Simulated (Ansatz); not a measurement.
Levels about the gap of amorphous Hf$_{18}$O$_{35}$N (54 atoms in a cell of 697 Å³, 9.02 g/cm³; zone centre alone, so wide bands show as single levels with stretches between that a denser mesh fills), at the geometry that PBE relaxed, where it gives -4.6 GPa on a denser mesh. The participation number counts the atoms over which a state spreads; weights are charges in smoothed Voronoi cells. The levels come from a single point, so bond lengths are those of that geometry. Method of the levels: PBE, scalar-relativistic without spin-orbit coupling (Ansatz, an electronic-structure program). Sampling: the zone centre alone; Fermi-Dirac width 0.02 eV; collinear spin, started from a total moment of 1 μB (at the end a net moment of 1.0 μB). The usual formal charges leave 1 holes over, so the level spacing at the Fermi energy parts defect or band states and needn't be the band gap. In the spin-polarised cell the level spacing at the Fermi energy can part levels of unlike spin. At PBE the levels at both edges of the gap are localised (band-tail or defect states), and the nearest spread-out levels lie 4.2 eV apart at the zone centre.

It comes from a melt-quench run on a machine-learned potential (CHGNet), relaxed afterwards by DFT. O and N atoms were pushed apart under 1.9 Å during the dynamics, to hinder bonds among them. The hot cell started wider than the set density and was brought back towards it in steps. It is the lowest in DFT energy of 2 quenches. It is a model cell: composition and starting density were chosen by hand, and all elements were melted together. No dispersion term was used. Its density started from a set value of 9.02 and ended at 9.02 g/cm³. The quench (nominally 380 K/ps over its main leg) was far faster than any real one, so the model tends to hold more defects than a real film. One small periodic cell is one sample of the glass; other quenches scatter about these values. The volume was held where the preparation left it, at a PBE pressure of -4.6 GPa (tension). Stress components on the final sampling reach 6.6 GPa. On a 2×2×2 Γ-centred mesh force components of up to 0.15 eV/Å stay, since the relaxation ran on the zone centre alone.

```tsv
E - E(highest filled), eV	filling	spin	participation number	largest on	weight O	weight Hf	weight N
-0.43	filled	up	11.8	O, 4 neighbours	0.94	0.05	0.01
-0.42	filled	dn	11.7	O, 4 neighbours	0.91	0.06	0.04
-0.36	filled	up	9.7	O, 3 neighbours	0.95	0.04	0.01
-0.35	filled	dn	10.3	O, 3 neighbours	0.93	0.04	0.03
-0.23	filled	up	5.4	N, 3 neighbours	0.52	0.09	0.39
-0.01	filled	up	3.9	N, 3 neighbours	0.48	0.05	0.47
0.00	filled	dn	4.7	N, 3 neighbours	0.45	0.11	0.44
1.44	empty	dn	2.7	N, 3 neighbours	0.30	0.10	0.59
3.77	empty	up	12.3	Hf, 7 neighbours	0.35	0.64	0.00
3.78	empty	dn	12.1	Hf, 7 neighbours	0.35	0.64	0.00
3.90	empty	up	28.7	Hf, 6 neighbours	0.38	0.60	0.02
3.91	empty	dn	32.0	Hf, 6 neighbours	0.39	0.59	0.01
3.92	empty	up	23.5	Hf, 7 neighbours	0.40	0.59	0.01
3.93	empty	dn	22.9	Hf, 7 neighbours	0.39	0.60	0.01
```

Most localised among these is the empty level at +1.44 eV, on a N atom, which has 3 neighbours (Hf 2.10 Å, Hf 2.17 Å, Hf 2.31 Å).
